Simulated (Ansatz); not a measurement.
An Ansatz (a program for electronic structure) input (r2SCAN/PAW in Ansatz, scalar-relativistic without spin-orbit coupling):

Ansatz 0.2 input:
```yaml
crystal:
  lattice:
    - [0, 2.1781636358, 2.1781636358]
    - [2.1781636358, 0, 2.1781636358]
    - [2.1781636358, 2.1781636358, 0]
  atoms:
    - { symbol: C, position: [0.25, 0.25, 0.25] }
    - { symbol: Si, position: [0, 0, 0] }
basis: { ecutwfc: 500, ecutrho_ratio: 4, xc_grid: 4, fft_grid_basis: typed }
kpoints: { mp_grid: { grid: [30, 30, 30] } }
hamiltonian:
  xc: r2scan
  dispersion: none
  pseudopotentials: { kind: paw }
total_charge: 0.010334
scf: { occupations: { method: fermi_dirac, width: 0.0259 }, convergence: { dr2_threshold: 0.0000000002 } }
relax: { f_tol: 0.005, max_steps: 30 }
output: { forces: true, stress: true }
checkpoint: { write: state.ck, write_every: 1000 }
```

Q: Which symmetry and how many k-points will the program report, and about how many plane waves at Γ?

A: Space group F-43m (ITA 216) with 24 operations, k-points 752 of 27000, and 531 plane waves at Γ.

Charged cell with a jellium background: band edges are those of the host's band count, energies are not comparable with the neutral cell, and many-body gap narrowing is missing. Stability against distortions was not tested. The cell was made from SiC in the zinc blende structure (space group F-43m, No. 216) by this change: holes 5.0×10^20 cm⁻³.
